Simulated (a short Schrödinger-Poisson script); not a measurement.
Symmetric double-gate stack, SiO2 on p-type GaAs

Structure: symmetric double-gate stack, SiO2 on p-type GaAs, at 300 K.

| layer | material | thickness (nm) | Na (cm⁻³) |
|---|---|---|---|
| 1 | SiO2 | 1.3 | - |
| 2 | GaAs | 10 | 5e16 |
| 3 | SiO2 | 1.3 | - |

The device is made up for the run: typed textbook-type constants, with dimensions and the other settings drawn at random. SiO2: permittivity 3.9, conduction-band edge (eV) 3.17, gap (eV) 9, electron mass (mₑ) 0.5. GaAs: permittivity 12.9, conduction-band edge (eV) 0, gap (eV) 1.424, Nv at 300 K (cm⁻³) 9e18.

Channel valleys (confinement mass, in-plane density-of-states mass, number): Γ 0.067, 0.067, 1. At the gates, both at one voltage, the conduction-band edge of layer 1 lies 3.62 eV − eVg above the Fermi level of the channel. Gaps are held at their typed values at every temperature. Mesh 0.03 nm at interfaces.

From a short Schrödinger-Poisson script (our own, NumPy): 1D Poisson equation in equilibrium, electrons quantum, Hartree plus LDA exchange-correlation (BenDaniel-Duke, 12 states a valley, the channel's in-plane mass for all, wave functions free to enter the dielectric), parabolic valleys, classical holes, full ionisation, no traps, pinning or gate leakage.

```
Vg (V)  electrons (cm⁻²)  C (μF/cm²)  Γ E0 (meV)  Γ E1 (meV)
------  ----------------  ----------  ----------  ----------
0.15              1.46e6     < 0.003       339.4       454.7
0.25              7.10e7     < 0.003       238.9       354.3
0.35              3.57e9      0.0230       137.5       253.1
0.45             1.43e11       0.700        39.6       155.0
0.55             9.82e11        1.79       -26.2        85.7
0.65             2.23e12        2.17       -71.9        34.4
0.75             3.69e12        2.50      -108.9        -8.4
0.85             5.31e12        2.67      -140.0       -45.3
0.95             7.00e12        2.74      -169.0       -79.6
1.05             8.72e12        2.78      -197.4      -113.0
1.15             1.05e13        2.82      -225.5      -145.9
```

Subbands count from the Fermi level. The capacitance is that of both gates.

Above a few 1e12 electrons/cm² a light Γ valley is non-parabolic and upper valleys begin to fill, which the model leaves out.
